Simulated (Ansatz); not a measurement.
The starting structures come from a database of crystals and need not be the phases stable at ambient conditions.

 Where the default PAW files enter, the runs use the earlier of Ansatz's two default sets.

By PBEsol, the system below comes out a metal.

A figure of merit of an interconnect metal is its ballistic conductance per area.

Data:

```yaml
crystal:
  lattice:
    - [2.48014, 0.00000, 0.00000]
    - [0.00000, 8.09658, 0.00000]
    - [1.24007, 0.00000, 2.14787]
  atoms:
    - { symbol: Cu, position: [0.00000, 0.00000, 0.00000] }
    - { symbol: Cu, position: [0.00000, 0.50000, 0.00000] }
    - { symbol: Cu, position: [0.33333, 0.75000, 0.33333] }
    - { symbol: Cu, position: [0.66667, 0.25000, 0.66667] }
```

Space group of this cell: P6_3/mmc. The cell is strained (all lengths scaled by 0.98); by PBEsol its mean pressure is 9.1 GPa.

The current flows along the normal of the first two printed cell vectors, the (100) plane of the conventional cell. No spin-orbit coupling; the value is a mean over 0.1 eV about the Fermi level.

**Question.** Give the ballistic conductance per area that PBEsol in Ansatz (a quantum-chemistry and plane-wave program) yields.

**Answer.** 1.1 × 10¹⁵ S/m² for both spins.
